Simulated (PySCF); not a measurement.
PySCF 2.14.0, B3LYP/def2-svp, df: Mo(O)2(Cl)2 ([O]=[Mo](=[O])([Cl])[Cl]), 5 atoms. The geometry is a generated start, not checked to be a minimum at this level.

```
Quantity                                             Value
-------------------------  -------------------------------
task                                                energy
method                                               b3lyp
basis                                             def2-svp
two-electron scheme                        density fitting
mol.max_memory                                     3000 MB
mf.max_cycle                                           100
mf.init_guess                              minao (default)
mf.conv_tol                                1e-09 (default)
mf.grids.level                                 3 (default)
effective core potentials  those of the basis set, past Kr
basis functions                                         95
grid points                                          88368
```

```xyz
5

Mo     0.1522    -0.0308     0.0532
O      1.3121    -0.5937    -0.9529
O      0.5796     0.2222     1.6112
Cl    -0.5667     1.8268    -0.7428
Cl    -1.4772    -1.4245     0.0313
```

Charge 0 and multiplicity 1 are set for this test and not shown to be the ground state.

With the defaults (mf.DIIS = CDIIS, mf.diis = true, mf.diis_space = 8, mf.damp = 0, mf.diis_start_cycle = 1, newton = off, mf.level_shift = 0) it converges in 14 Fock builds. One run each on 2 threads, 1 BLAS thread, with these changes:
- newton = Hessian by the SCF's own integrals
- mf.diis_space = 12
- mf.damp = 0.7, mf.diis_start_cycle = 8
- mf.diis_space = 5
- mf.DIIS = EDIIS
- mf.level_shift = 0.1 Hartree
- mf.diis = false, mf.damp = 0.7, mf.diis_start_cycle = 999
- mf.diis = false
- mf.diis_space = 3

Problem. Name the settings that don't reach the solution of the defaults.

Solution. No convergence: mf.DIIS = EDIIS; mf.diis = false (the run ends without SCF convergence in 100 cycles). The rest reach the solution of the defaults.

```csv
setting,Fock builds,end
the defaults,14,same solution
mf.diis_space = 12,14,same solution
mf.level_shift = 0.1 Hartree,15,same solution
mf.diis_space = 5,16,same solution
"mf.damp = 0.7, mf.diis_start_cycle = 8",16,same solution
"mf.diis = false, mf.damp = 0.7, mf.diis_start_cycle = 999",28,same solution
mf.diis_space = 3,29,same solution
newton = Hessian by the SCF's own integrals,45,same solution
mf.DIIS = EDIIS,101,no convergence
mf.diis = false,101,no convergence
```

Under newton the count holds the products with the orbital Hessian.
